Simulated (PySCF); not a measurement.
PySCF 2.14.0, BP86/def2-svpd, df: Zr(Me)(H)3 ([CH3][ZrH3]), 8 atoms. The geometry is a generated start, not checked to be a minimum at this level.

```yaml
task: energy
method: bp86
basis: def2-svpd
two_electron_scheme: density fitting
mol.max_memory: 3000 MB
mf.max_cycle: 100
mf.init_guess: minao (default)
mf.DIIS: CDIIS (default)
mf.diis_space: 8 (default)
mf.conv_tol: 1e-09 (default)
mf.grids.level: 3 (default)
effective_core_potentials: those of the basis set, past Kr
basis_functions: 102
grid_points: 95360
```

```xyz
8

Zr     1.0074    -0.0710     0.5264
C     -1.0206     0.0657    -0.5332
H     -0.9457    -0.2924    -1.5763
H     -1.3818     1.1105    -0.5551
H     -1.7770    -0.5504    -0.0129
H      2.1389     0.8881    -0.6382
H      0.6646     0.7714     2.1764
H      1.3141    -1.9220     0.6128
```

Charge 0 and multiplicity 1 are set for this test and not shown to be the ground state.

One run each on 2 threads, 1 BLAS thread. Values of level_shift (Hartree) tried: 0 (default), 0.1, 0.3, 1.

Q: Which value of level_shift (Hartree) needs the fewest Fock builds, and what happens away from it?

A: Fewest Fock builds: 0 (default) with 12. The count rises to 47 at 1. All converge to one solution.

```
level_shift (Hartree)  Fock builds            end
---------------------  -----------  -------------
0 (default)                     12  same solution
0.1                             14  same solution
0.3                             20  same solution
1                               47  same solution
```
